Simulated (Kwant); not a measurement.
Model system: wire with an abrupt hard-wall neck in a GaAs two-dimensional gas. Effective mass 0.067 mₑ, grid spacing 3.3 nm, hard walls, nominal width 80 nm (25 grid rows, so walls 85.8 nm apart), one parabolic valley, scattering region 240 nm long along x; energies count from the band bottom; Fermi energy swept from 0.00043847 to 0.04303 eV. Central neck 20 nm wide and 99 nm long.

The device is made up for the run: typed textbook-type constants, with dimensions and the other settings drawn at random.

Computed with Kwant: effective-mass tight-binding model on a square grid, one spin, coherent transport at 0 K. Conductance is in e²/h.

Q: How many channels do the leads carry at E = 25.7, 43.0 meV?

A: The hard-wall thresholds are n² ħ²π²/(2mW²) = n² × 0.762 meV with W = 85.8 nm. √(25.7/0.762) = 5.81, so 5. √(43.0/0.762) = 7.51, so 7.
